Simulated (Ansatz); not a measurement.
Band-edge transport in semiconductors and insulators: Si (Fd-3m) under several functionals (Ansatz, a quantum-chemistry and plane-wave program, without spin-orbit coupling). The PBE cell:

```
Si
1.0
    0.00000     2.73514     2.73514
    2.73514     0.00000     2.73514
    2.73514     2.73514     0.00000
Si
2
Direct
  0.25000   0.25000   0.25000
  0.00000   0.00000   0.00000
```

```tsv
Functional	cell relaxed with	volume (Å³/atom)	band gap	electron conductivity mass	hole conductivity mass	Seebeck coefficient, n-type 1e19 cm⁻³
PBE	PBE	20.46	0.61 eV	0.29 mₑ	0.33 mₑ	-311 μV/K
PBEsol	PBEsol	20.06	0.46 eV	0.28 mₑ	0.32 mₑ	-309 μV/K
r2SCAN	PBEsol	20.06	0.76 eV	0.28 mₑ	0.31 mₑ	-308 μV/K
HSE06	PBEsol	20.06	(withheld)	(withheld)	(withheld)	(withheld)
```

### Question
Given the cheaper levels, estimate the HSE06 row.

### Answer

- HSE06, band gap: 1.13 eV
- HSE06, electron conductivity mass: 0.27 mₑ
- HSE06, hole conductivity mass: 0.32 mₑ
- HSE06, Seebeck coefficient, n-type 1e19 cm⁻³: -304 μV/K

For the band gap, PBE gives 0.61 eV and HSE06 1.13 eV: PBE lies 46 % below.

Masses are for dilute carriers at 300 K, harmonic means over directions unless an axis is named. Seebeck coefficients are for the stated density at 300 K, with one relaxation time for all states and whether or not that doping can be reached. Spin-orbit coupling is left out.
